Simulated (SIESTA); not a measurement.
A self-consistent single point of AlFe₃C (Pm-3m, 5 atoms in the cell) with SIESTA.

Method of the run: LDA PW92, numerical atomic orbitals TZP, PseudoDojo LDA standard norm-conserving potentials (rewritten from UPF to PSML) (SIESTA).

The change in words: lattice scaled by 0.98. Reference geometry:
```xyz
5
Lattice="3.7898 0.0000 0.0000 0.0000 3.7898 0.0000 0.0000 0.0000 3.7898" Properties=species:S:1:pos:R:3 pbc="T T T"
Al     0.0000     0.0000     0.0000
Fe     0.0000     1.8949     1.8949
Fe     1.8949     0.0000     1.8949
Fe     1.8949     1.8949     0.0000
C      1.8949     1.8949     1.8949
```
Moments meant for the start (each program seeds them in its own way; μB, in the order of the atoms Al Fe Fe Fe C): 0.0 4.0 4.0 4.0 0.0.

Reference input (self-consistent single point, DFT, LDA PW92, numerical atomic orbitals TZP, PseudoDojo LDA standard norm-conserving potentials (rewritten from UPF to PSML)): XC.functional = LDA; XC.authors = PW92; potentials = PseudoDojo LDA standard; PAO.BasisSize = TZP; PAO.EnergyShift = 0.01 Ry; MeshCutoff = 350 Ry; kgrid.MonkhorstPack = 7 7 7; OccupationFunction = FD; ElectronicTemperature = 1160.45 K; Spin = polarized; DM.InitSpin = [1 +0.00, 2 +4.00, 3 +4.00, 4 +4.00, 5 +0.00]; MaxSCFIterations = 150. This run's input differs from it in these lines:

```diff
@@ -13,5 +13,5 @@
 %block LatticeVectors
-     7.161646273    0.000000000    0.000000000
-     0.000000000    7.161646273    0.000000000
-     0.000000000    0.000000000    7.161646273
+     7.018412591    0.000000000    0.000000000
+     0.000000000    7.018412591    0.000000000
+     0.000000000    0.000000000    7.018412591
 %endblock LatticeVectors
@@ -20,6 +20,6 @@
      0.000000000    0.000000000    0.000000000  1
-     0.000000000    3.580823136    3.580823136  2
-     3.580823136    0.000000000    3.580823136  2
-     3.580823136    3.580823136    0.000000000  2
-     3.580823136    3.580823136    3.580823136  3
+     0.000000000    3.509206296    3.509206296  2
+     3.509206296    0.000000000    3.509206296  2
+     3.509206296    3.509206296    0.000000000  2
+     3.509206296    3.509206296    3.509206296  3
 %endblock AtomicCoordinatesAndAtomicSpecies
```

Output, abridged:

```
        iscf     Eharris(eV)        E_KS(eV)     FreeEng(eV)     dDmax    Ef(eV) dHmax(eV)
   scf:    1   -10338.575470   -10425.298466   -10425.423757  0.830077 -2.630563 17.550695
     spin moment: {S} , |S| = {        0.0        0.0    6.87611 }     6.87611
   scf:    2   -10454.411284   -10441.448418   -10441.557047  0.114567 -3.495248 10.582906
     spin moment: {S} , |S| = {        0.0        0.0    6.71292 }     6.71292
   scf:    3   -10452.301809   -10450.323615   -10450.435511  0.122480 -4.832650  0.839474
     spin moment: {S} , |S| = {        0.0        0.0    6.11907 }     6.11907
   [... lines left out ...]
     spin moment: {S} , |S| = {        0.0        0.0    2.07650 }     2.07650
   scf:   26   -10451.172955   -10451.173006   -10451.356773  0.000285 -5.343000  0.001112
     spin moment: {S} , |S| = {        0.0        0.0    2.07281 }     2.07281
   scf:   27   -10451.172959   -10451.172983   -10451.356774  0.000117 -5.343156  0.000910
     spin moment: {S} , |S| = {        0.0        0.0    2.07131 }     2.07131
   scf:   28   -10451.172963   -10451.172973   -10451.356774  0.000035 -5.343214  0.000734
     spin moment: {S} , |S| = {        0.0        0.0    2.07082 }     2.07082
SCF Convergence by DM+H criterion
max |DM_out - DM_in|         :     0.0000347486
max |H_out - H_in|      (eV) :     0.0007344440
SCF cycle converged after 28 iterations

Using DM_out to compute the final energy and forces

siesta: E_KS(eV) =           -10451.1730

siesta: E_KS - E_eggbox =    -10451.1730

siesta: Atomic forces (eV/Ang):
     1   -0.000000   -0.000000   -0.000000
     2    0.000000    0.000000    0.000000
     3    0.000000    0.000000    0.000000
     4    0.000000    0.000000    0.000000
     5    0.000000    0.000000    0.000000
   Tot    0.000001    0.000001    0.000001
   Max    0.000000
   Res    0.000000    sqrt( Sum f_i^2 / 3N )
   Max    0.000000    constrained

Stress tensor Voigt[x,y,z,yz,xz,xy] (kbar):      109.33      109.33      109.33       -0.00       -0.00       -0.00
   [... lines left out ...]
siesta: FreeEng =    -10451.356774
siesta: Cell volume =         51.229496 Ang**3
siesta:        -109.33058288       -109.33060293  kBar
   [... lines left out ...]

              0.026

mulliken: Qtot =       26.465

Mulliken Atomic Populations:
Atom #   charge [q] valence [e]      Sz [e]  Species
     1    -1.007409    4.007409   -0.154353  Al
     2     0.606602   15.393398    0.772671  Fe
     3     0.606605   15.393395    0.772672  Fe
     4     0.606617   15.393383    0.772678  Fe
     5    -0.812416    4.812416   -0.092848  C
 Total     0.000000                2.070820
```

The run converged in 28 iterations. Against the reference run the free energy falls by 64.2 meV/atom, the pressure goes from -21.28 to -10.93 GPa and the size of the net moment goes from 0.58 to 0.41 μB/atom.

The starting cell comes from a database of computed structures (which also holds hypothetical and non-ambient phases and stackings), without a prior relaxation at this level. For this run, on top of that: lattice scaled by 0.98. The moments shrank to a small part of their start, a low-spin state that need not be the lowest. Values carry the incompleteness of an atom-centred basis. With a pressure of about -11 GPa the cell is away from its equilibrium volume at this level.

Cost on one core of a shared machine: roughly 4 min.
